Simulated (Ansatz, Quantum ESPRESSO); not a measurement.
One structure in several programs: CaBi3 (Pm-3m, 4 atoms in the cell)

Self-consistent single point, at a second geometry (lattice scaled by 0.98). First geometry:

```
CELL_PARAMETERS angstrom
      4.85870     0.00000     0.00000
      0.00000     4.85870     0.00000
      0.00000     0.00000     4.85870
ATOMIC_POSITIONS crystal
  Ca 0.50000 0.50000 0.50000
  Bi 0.50000 0.00000 0.00000
  Bi 0.00000 0.50000 0.00000
  Bi 0.00000 0.00000 0.50000
```

Shared settings, as Ansatz (an electronic-structure program) writes them: kpoints.mp_grid.grid = 9 9 9; scf.occupations.method = fermi_dirac; scf.occupations.width = 0.1 eV. Potentials and cutoffs stand in the table.

```
code                                                             model  ΔF from the first geometry (meV/atom)  pressure (GPa)   cutoff
----------------  ----------------------------------------------------  -------------------------------------  --------------  -------
Quantum ESPRESSO  PBEsol, SSSP 1.1.2 efficiency (PBE) pseudopotentials                                   40.5            5.40    40 Ry
Ansatz                                 PBEsol, PAW files made with PBE                                   40.7            6.00  default
```

For Quantum ESPRESSO (by 0.6 GPa) the energy change implies a higher mean pressure, against the two pressures, than for the other programs: a sign of finite-basis (Pulay) stress.

On Ansatz's run: spin-orbit coupling is off.

The spread over the programs that give each value: ΔF from the first geometry within 0.2 meV/atom; pressure within 0.60 GPa.

Ansatz's pressure is given at a fixed set of plane waves, as the other plane-wave codes print theirs.

The starting cell comes from a database of computed structures (which also holds hypothetical and non-ambient phases and stackings), without a prior relaxation at this level. Its lattice was rescaled by a random factor within 2.5 % of one. For this run, on top of that: lattice scaled by 0.98.

Keys are those of Ansatz 0.2.
